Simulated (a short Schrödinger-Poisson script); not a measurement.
**Gated Al0.33Ga0.67N/GaN polarisation-induced gas**

Structure: gated Al0.33Ga0.67N/GaN polarisation-induced gas, at 77 K.

```
layer       material  thickness (nm)  Na (cm⁻³)
-----  -------------  --------------  ---------
1      Al0.33Ga0.67N              20          -
2                GaN            6000       2e15
```

The device is made up for the run: typed textbook-type constants, with dimensions and the other settings drawn at random. Al0.33Ga0.67N: permittivity 9.3, conduction-band edge (eV) 0.462, gap (eV) 4.09, electron mass (mₑ) 0.24, Nv at 300 K (cm⁻³) 4.6e19. GaN: permittivity 9.5, conduction-band edge (eV) 0, gap (eV) 3.43, Nv at 300 K (cm⁻³) 4.6e19.

Channel valleys (confinement mass, in-plane density-of-states mass, number): Γ 0.2, 0.2, 1. At the gate the conduction-band edge of layer 1 lies 1.27 eV − eVg above the Fermi level of the channel; the field vanishes at the back. Sheet of polarisation charge: +1.6e13 e/cm² at 20 nm from the gate. The barrier under the gate holds no holes. Gaps are held at their typed values at every temperature. Mesh 0.08 nm at interfaces.

From a short Schrödinger-Poisson script (our own, NumPy): 1D Poisson equation in equilibrium, electrons quantum, Hartree (BenDaniel-Duke, 40 states a valley, the channel's in-plane mass for all, wave functions free to enter the barrier), parabolic valleys, classical holes, full ionisation, no traps, pinning or gate leakage.

```
Vg (V)  electrons (cm⁻²)  in the channel layer  C (μF/cm²)  Γ E0 (meV)  Γ E1 (meV)
------  ----------------  --------------------  ----------  ----------  ----------
0.5              1.38e13               1.25e13       0.397      -149.1       -15.9
-0.3             1.19e13               1.09e13       0.394      -129.9       -10.9
-1.1             9.91e12               9.30e12       0.392      -110.2        -6.1
-1.9             7.96e12               7.58e12       0.389       -90.1        -1.0
-2.7             6.03e12               5.82e12       0.385       -69.5         4.8
-3.5             4.12e12               4.02e12       0.381       -48.3        12.3
-4.3             2.23e12               2.20e12       0.374       -26.3        21.9
-5.1             4.01e11               3.99e11       0.349        -0.3        33.8
```

Gate voltages with under 1e6 electrons/cm² are left out.

Subbands count from the Fermi level.
